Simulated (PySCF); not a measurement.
PySCF 2.14.0, BP86/def2-svp, df: W(NH)2(NH2)2 ([NH]=[W](=[NH])([NH2])[NH2]), 11 atoms. The geometry is a generated start, not checked to be a minimum at this level.

```json
{
 "task": "energy",
 "method": "bp86",
 "basis": "def2-svp",
 "two_electron_scheme": "density fitting",
 "mol.max_memory": "3000 MB",
 "mf.max_cycle": "100",
 "mf.conv_tol": "1e-09 (default)",
 "mf.grids.level": "3 (default)",
 "effective_core_potentials": "those of the basis set, past Kr",
 "basis_functions": "118",
 "grid_points": "138768"
}
```

```xyz
11

W     -0.0488    -0.1384    -0.1736
N     -1.6636    -0.8906    -0.3121
H     -2.4744    -1.4387    -0.6091
N      1.1034    -0.5707    -1.4690
H      1.5475    -0.9582    -2.3050
N     -0.3076     1.8547    -0.1997
H     -1.1902     2.3371    -0.0005
H      0.3212     2.5393    -0.6307
N      0.7526    -0.7208     1.5756
H      1.7354    -0.9505     1.7393
H      0.2245    -1.0634     2.3848
```

Charge 0 and multiplicity 1 are set for this test and not shown to be the ground state.

With the defaults (mf.DIIS = CDIIS, mf.diis_space = 8, mf.diis = true, mf.level_shift = 0, mf.init_guess = minao) it converges in 15 Fock builds. One run each on 2 threads, 1 BLAS thread, with these changes:
- mf.diis_space = 20
- mf.diis = false
- mf.init_guess = mod_huckel
- mf.diis_space = 3
- mf.DIIS = EDIIS
- mf.init_guess = atom
- mf.DIIS = ADIIS
- mf.level_shift = 1 Hartree
- mf.level_shift = 0.3 Hartree

Problem. Which runs fail or end elsewhere than the default run?

Solution. No convergence: mf.DIIS = EDIIS; mf.diis_space = 3; mf.diis = false (the run ends without SCF convergence in 100 cycles). The rest reach the solution of the defaults.

```tsv
setting	Fock builds	end
the defaults	15	same solution
mf.diis_space = 20	15	same solution
mf.level_shift = 0.3 Hartree	15	same solution
mf.init_guess = atom	16	same solution
mf.init_guess = mod_huckel	18	same solution
mf.DIIS = ADIIS	38	same solution
mf.level_shift = 1 Hartree	41	same solution
mf.DIIS = EDIIS	101	no convergence
mf.diis_space = 3	101	no convergence
mf.diis = false	101	no convergence
```
